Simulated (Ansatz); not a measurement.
**BAs: uniaxial strain ε_zz = +1.00 %**

The parent structure is BAs in the zinc blende structure (space group F-43m, No. 216; a = 4.7679 Å). Axes: x, y, z lie along the cube axes.

It is then changed as follows: the cell is stretched by 1.00 % along z with no lateral relaxation; the atoms relax in the strained cell.

Level of theory: Ansatz (an electronic-structure program), PBEsol, PAW, cutoff 420 eV, without spin-orbit coupling. k-mesh 12×12×12 (Γ-centred); smearing 0.05 eV (Fermi–Dirac).

The volume per atom grows by 0.135 Å³ (13.55 Å³ → 13.68 Å³) and the space group becomes I-4m2 (No. 119) (base: F-43m (No. 216)). The energy grows by 1.2 meV/atom and the pressure (mean of the normal stresses, compression positive) goes from zero to -13.7 kbar. The band gap drops by 0.06 eV (1.08 eV → 1.02 eV) and the gap character amounts to indirect, Γ → Γ–X (82 % along). The smallest direct gap shrinks by 0.065 eV to 3.19 eV and the electron mass remains 1.1 mₑ along k, 0.21 mₑ across (off the special points). The valence-band top at Γ (three highest levels, from the VBM) changes from 0.00, 0.00, 0.00 eV to 0.00, 0.00, -0.10 eV and the valley order (the lowest conduction-band minima on the path, energy above the VBM, named in the base's zone) goes from a point along ⟨100⟩, about 1.1 Å⁻¹ from Γ 1.08 eV to a point along [010], about 1.1 Å⁻¹ from Γ 1.02 eV; a point along [001], about 1.1 Å⁻¹ from Γ 1.15 eV. The stress (xx, yy, zz, yz, xz, xy; compression positive) is (-0.68, -0.68, -2.75, 0.00, 0.00, 0.00) GPa.

Final structure:

```xyz
2
Lattice="0.0000 2.3839 2.4078 2.3839 0.0000 2.4078 2.3839 2.3839 0.0000" Properties=species:S:1:pos:R:3 pbc="T T T"
B      0.0000     0.0000     0.0000
As     1.1920     1.1920     1.2039
```

Masses are band curvatures over ±0.01 Å⁻¹ around the edge. Along k means along the line from Γ to the band edge. Stability against distortions was not tested. k-point labels follow each cell's own Brillouin zone.
